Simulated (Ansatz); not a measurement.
Output of an Ansatz run (abridged):

```
WARN basis.ecutwfc = 420 eV, the default
WARN ansatz: RAYON_NUM_THREADS=1 ignored (pool sized by the plan → 1); use --threads N
Pseudopotentials: kind: paw
Pseudopotential: K, paw, valence charge 9
Pseudopotential: Au, paw, valence charge 19
Pseudopotential: Sb, paw, valence charge 15
Pseudopotential: Cl, paw, valence charge 7
Crystal: 10 atoms, lattice volume = 233.751 Å³
Basis set: ecut = 420 eV, 4573 PW (Γ), exchange–correlation on 96×96×96 points (8 copies of the dense FFT grid, shifted against one another)
Bands: 57, of which v1, the nominal top of the filled ones, is band 47 counted from 1 (46 counted from 0)
Symmetry: 48 space group operations
Space group: Fm-3m (ITA 225), of the structure as read, at distance tolerance 6.2e-5 Å
k-points: 16 of 216
PAW frozen core: K, regenerated for the run's functional, and the local potential with it
PAW frozen core: Au, regenerated for the run's functional, and the local potential with it
PAW frozen core: Sb, regenerated for the run's functional, and the local potential with it
PAW frozen core: Cl, regenerated for the run's functional, and the local potential with it
Initial density: superposition of atomic densities (neutral atoms: chi_scale 0, normalization atom), corrected by the library's trained network
Initial wavefunctions: pseudopotential atomic-orbital guess
Eigensolver: davidson
Functional: x = pbesol(κ = 0.804, μ = 0.12345679012345678), c = pbesol(β = 0.046)
SCF iter   1: F=—  HF=-28821.364467 eV  |F-HF|=—  |Δ(HF+E_count)|=         —  Δρ=5.73e-3  dr2=1.09e-1  ethr=1.77e-3  ⟨swp⟩=10.9  Hψ=4364  notcnv=0  defer=1
all-band conjugate gradients solve this SCF's bands
preconditioner: auto → Resta (q_TF=auto, 2.344 Å⁻¹)
SCF iter   2: F=—  HF=-28821.334166 eV  |F-HF|=—  |Δ(HF+E_count)|=   3.03e-2  S|Δr|=    0.00e0  Δρ=2.22e-3  dr2=1.29e-2  ethr=1.16e-4  ⟨swp⟩=2.0  Hψ=1377  notcnv=0  defer=3
SCF iter   3: F=—  HF=-28821.331191 eV  |F-HF|=—  |Δ(HF+E_count)|=   2.97e-3  S|Δr|=    0.00e0  Δρ=5.71e-4  dr2=4.58e-4  ethr=1.37e-5  ⟨swp⟩=2.0  Hψ=1346  notcnv=0  defer=3
SCF iter   4: F=—  HF=-28821.331404 eV  |F-HF|=—  |Δ(HF+E_count)|=   2.14e-4  S|Δr|=    0.00e0  Δρ=1.38e-4  dr2=6.36e-5  ethr=4.87e-7  ⟨swp⟩=2.6  Hψ=1404  notcnv=0  defer=3
SCF iter   5: F=—  HF=-28821.331228 eV  |F-HF|=—  |Δ(HF+E_count)|=   1.77e-4  S|Δr|=    0.00e0  Δρ=5.47e-5  dr2=1.09e-5  ethr=6.77e-8  ⟨swp⟩=2.0  Hψ=1569  notcnv=0  defer=3
SCF iter   6: F=—  HF=-28821.331233 eV  |F-HF|=—  |Δ(HF+E_count)|=   4.93e-6  S|Δr|=    0.00e0  Δρ=1.81e-5  dr2=1.12e-6  ethr=1.16e-8  ⟨swp⟩=2.0  Hψ=1138  notcnv=0  defer=3
SCF iter   7: F=—  HF=-28821.331234 eV  |F-HF|=—  |Δ(HF+E_count)|=   9.97e-7  S|Δr|=    0.00e0  Δρ=5.67e-6  dr2=1.37e-7  ethr=1.19e-9  ⟨swp⟩=2.0  Hψ=1474  notcnv=0  defer=3
SCF iter   8: F=-28821.331234 eV  HF=-28821.331234 eV  |F-HF|=2.15e-10  |Δ(HF+E_count)|=   4.00e-8  S|Δr|=    0.00e0  Δρ=1.13e-6  dr2=5.99e-9  ethr=1.06e-10  ⟨swp⟩=13.3  Hψ=4498  notcnv=0
SCF 1 converged in 8 iterations: F = -28821.331234 eV  dr2 = 5.99e-9
SCF converged after 8 iterations
Stability not checked (fill_not_monotonic)
Free energy (F): -28821.331234 eV
Harris-Foulkes:  -28821.331234 eV  (|F-HF|=2.15e-10)
Internal energy: -28821.323097 eV  (E = F + TS)
E sigma→0 (E₀):  -28821.328522 eV
Entropy (-TS):   -0.008137 eV (-0.814 meV/atom)
Fermi energy:    8.519203 eV
--- Per-component energies (eV) ---
  E_band       = -853.341049
  E_kinetic    = 2308.172840
  E_local      = -7822.746815  (includes V_loc(G=0)·N_el)
  E_nonlocal   = 646.444725
  E_hartree    = 3175.980482
  E_xc         = -1275.625614
  E_vxc        = -1438.225400  (∫ρ·V_xc dr)
  E_paw        = -19439.656564  (= ΣΔE_a)
  E_vpaw       = -898.951171  (= ΣTr[D̂ρ^β])
  E_aug_tail   = 0.002036  (compensation charges beyond the density's cutoff)
  E_ewald      = -6415.221887
  E_core_change = 1.327699  (= ΣΔE_core)
  E_smearing   = -0.008137  (= −TS)
  E_closure    = -0.000000  (closes the sum)
  Σ components = -28821.331234   (vs F -28821.331234, Δ=0.00e0)
--- Forces (eV/Å), atoms counted from 1 ---
  atom   1  K      0.00000000     0.00000000     0.00000000
  atom   2  K     -0.00000000     0.00000000     0.00000000
  atom   3  Au     0.00000000    -0.00000000    -0.00000000
  atom   4  Sb    -0.00000000     0.00000000    -0.00000000
  atom   5  Cl     0.37332301    -0.00000000     0.00000000
  atom   6  Cl    -0.37332301     0.00000000    -0.00000000
  atom   7  Cl     0.00000000     0.37332301    -0.00000000
  atom   8  Cl    -0.00000000    -0.37332301     0.00000000
  atom   9  Cl     0.00000000     0.00000000     0.37332301
  atom  10  Cl     0.00000000    -0.00000000    -0.37332301
  max |Σ_I F_I| component: 1.46e-16 eV/Å
--- Stress (GPa, compression-positive) ---
       11.716471      -0.000000       0.000000
       -0.000000      11.716471       0.000000
       -0.000000       0.000000      11.716471
  P = ⅓ Tr σ = 11.7165 GPa (117.165 kbar)
  The stress holds the Pulay correction. Without it, at fixed plane waves, as pw.x and ABINIT print it: P = 11.7020 GPa
--- Band table (eV; the first three rows and the last of 16) ---
  k-point 0: bands = ["-97.6458", "-49.1366", "-49.1366", "-49.1366", "-23.1071", "-23.1041", "-22.2034", "-22.2034", "-22.1366", "-22.1366", "-22.1366", "-9.9801", "-8.8595", "-8.8595", "-8.8595", "-8.5100", "-8.5100", "-6.6891", "-6.6891", [...]
  k-point 1: bands = ["-97.6458", "-49.1366", "-49.1366", "-49.1366", "-23.1069", "-23.1043", "-22.2034", "-22.2034", "-22.1366", "-22.1366", "-22.1366", "-9.9329", "-8.9539", "-8.8559", "-8.8559", "-8.5192", "-8.5192", "-6.6833", "-6.6833", [...]
  k-point 2: bands = ["-97.6458", "-49.1366", "-49.1366", "-49.1366", "-23.1063", "-23.1048", "-22.2034", "-22.2034", "-22.1366", "-22.1366", "-22.1366", "-9.8049", "-9.1706", "-8.8480", "-8.8480", "-8.5382", "-8.5382", "-6.6698", "-6.6698", [...]
  k-point 15: bands = ["-97.6458", "-49.1366", "-49.1366", "-49.1366", "-23.1057", "-23.1053", "-22.2034", "-22.2034", "-22.1366", "-22.1366", "-22.1366", "-9.6937", "-9.1532", "-8.8995", "-8.8927", "-8.7121", "-8.5184", "-6.6525", "-6.6494", [...]
```

The structure:

```xyz
10
Lattice="0.0000 4.8892 4.8892 4.8892 0.0000 4.8892 4.8892 4.8892 0.0000" Properties=species:S:1:pos:R:3 pbc="T T T"
K      2.4446     2.4446     2.4446
K      7.3339     7.3339     7.3339
Au     4.8892     4.8892     4.8892
Sb     0.0000     0.0000     0.0000
Cl     2.4534     4.8892     4.8892
Cl     7.3251     4.8892     4.8892
Cl     4.8892     2.4534     4.8892
Cl     4.8892     7.3251     4.8892
Cl     4.8892     4.8892     2.4534
Cl     4.8892     4.8892     7.3251
```

Problem. Write an input that gives this output.

Solution. Other spellings and defaults could give the same log, and not every line can be read from it. The input that was run (DFT, PBEsol, plane waves, default PAW files made with PBE):

Ansatz 0.2 input:
```yaml
crystal:
  lattice:
    - [0.000000, 4.889240, 4.889240]
    - [4.889240, 0.000000, 4.889240]
    - [4.889240, 4.889240, 0.000000]
  atoms:
    - { symbol: K, position: [0.250000, 0.250000, 0.250000] }
    - { symbol: K, position: [0.750000, 0.750000, 0.750000] }
    - { symbol: Au, position: [0.500000, 0.500000, 0.500000] }
    - { symbol: Sb, position: [0.000000, 0.000000, 0.000000] }
    - { symbol: Cl, position: [0.749100, 0.250900, 0.250900] }
    - { symbol: Cl, position: [0.250900, 0.749100, 0.749100] }
    - { symbol: Cl, position: [0.250900, 0.749100, 0.250900] }
    - { symbol: Cl, position: [0.749100, 0.250900, 0.749100] }
    - { symbol: Cl, position: [0.250900, 0.250900, 0.749100] }
    - { symbol: Cl, position: [0.749100, 0.749100, 0.250900] }
kpoints:
  mp_grid: { grid: [6, 6, 6] }
hamiltonian:
  xc: pbesol
  pseudopotentials: { kind: paw }
scf:
  occupations: { method: cold, width: 0.01 Ry }
output:
  forces: true
  eigenvalues: true
  stress: true
```

The starting cell was generated: these elements placed on a structure prototype, without a prior relaxation; it need not be a known phase or ordering of this composition. Spin-orbit coupling is off. With a pressure of about 12 GPa the cell is away from its equilibrium volume at this level. Ansatz's pressure includes its estimate of the finite-basis (Pulay) stress. The run gives no clean gap (levels at the Fermi energy touch, overlap or are partly filled at this smearing), which alone does not show that the compound is a metal.

Ansatz is an electronic-structure program.
